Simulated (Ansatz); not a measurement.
Ge (within 0.1 Å of P6/mmm, No. 191, 1 atom in the cell; start mp-1224349; another form than the element's usual one)

Level of theory: LDA (plane waves, PAW; Ansatz, an electronic-structure program).

Numerical settings: plane-wave cutoff 520 eV, 22×22×20 k mesh (along the axes of the cell as run), Fermi–Dirac smearing 0.05 eV, scalar-relativistic PAW data made under PBE.

Cell (relaxed at this level):

```
Ge
1.0
    1.40364    -2.43492     0.00000
    1.40364     2.43492     0.00000
    0.00000     0.00000     2.62714
Ge
1
Direct
  0.50000   0.50000   0.00000
```

For Ge (within 0.1 Å of P6/mmm, No. 191, 1 atom in the cell; start mp-1224349; another form than the element's usual one), the band gap is none and the bulk modulus comes out as 80.9 GPa.

Note: the bulk modulus is −V dP/dV from two relaxed cells at ±2 % in volume.

Spin–orbit coupling is not included.

Static lattice: no zero-point or thermal effects.

A start named mp-… is a Materials Project structure, which need not be a measured phase.
